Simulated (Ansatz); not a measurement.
**TiO2: strain along the normal**

TiO2 (rutile, P4_2/mnm, 10.325 Å³/atom at rest, c along z) under an equal strain ε in the (001) plane with the normal axis free, as in a coherent film. PBEsol in Ansatz, a plane-wave DFT program (PAW, default set), 420 eV, 7×7×11 Γ-centred mesh, Fermi-Dirac smearing 0.05 eV; ions are relaxed within the symmetry of each cell.

Here s stands for strain and y for normal strain.

| strain (%) | normal strain (%) |
|---|---|
| -3.00 | ? |
| -1.20 | 0.82 |
| -0.60 | 0.40 |
| 0.00 | 0.00 |
| 0.60 | -0.38 |
| 1.20 | -0.74 |

Q: Fit y against s with a straight line, and predict the withheld value at s = -3.00.

A: Means: s 0, y 0.020. About the means, the sum of products is -2.3400 and the sum of squares of s is 3.6000; the slope is their ratio. Least squares gives y = 0.020 - 0.6500·s. Residuals (row less fit): 0.020, -0.010, -0.020, -0.010, 0.020; standard error 0.022 (degrees of freedom: 3). The slope, -0.65 ± 0.01, is the elastic response of the normal axis, −2C13/C33. At the withheld row, y = 0.020 - 0.6500 × (-3.0) = 1.970%. The calculation gives 2.24%, 0.270% above the prediction (9.1 % of the range of y in the table). The row lies outside the fitted rows, so this is an extrapolation. From the scatter of the fitted rows alone, a prediction at this place has a standard error of 0.042%, so the miss is 6.4 times that.

One order more, fitted to all 11 runs of the series, follows each within 0.01, so the miss is the next term of a smooth law. The primitive cell can neither tilt nor turn polar against its symmetry, as such crystals can under strain. Rows are the converged runs of the series near zero and its far end; series whose fitted rows scatter by over a few per cent of the range, as at a crossing or softening among them, aren't shown in this form. Most that stay on the fit to the last digits aren't either.
